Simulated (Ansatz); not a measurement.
BP (model structure, started from the GeS type, Pnma, No. 62, 8 atoms in the cell), treated with PBEsol (PAW; Ansatz, an electronic-structure program).

Numerical settings: plane-wave cutoff 500 eV, 6×14×12 k mesh (along the axes of the cell as run), Fermi–Dirac smearing 0.05 eV, scalar-relativistic PAW data made under PBE.

Cell (relaxed at this level):

Space group Pnma (No. 62); a = 6.2570 Å, b = 3.2143 Å, c = 5.3614 Å, α = β = γ = 90.00°

```json
[
 {"atom": "B", "site": "4c", "symmetry": ".m.", "x": "0.1617", "y": "0.2500", "z": "0.3985"},
 {"atom": "P", "site": "4c", "symmetry": ".m.", "x": "0.3388", "y": "0.2500", "z": "0.1072"}
]
```

Q: Estimate the band gap that the calculation returns.

A: 
* **band gap**: 0.59 eV (on the SCF k mesh)

Note: the relaxation could raise the start's symmetry but not lower it, so the cell can be a saddle point.

The computed numbers hold no vibrational or temperature effects.

It cost very roughly 9 core-minutes of CPU time.

A model structure was made by putting elements into a prototype or built by hand; it is no filed structure, need not be a known phase, and can be a saddle point held by its symmetry.
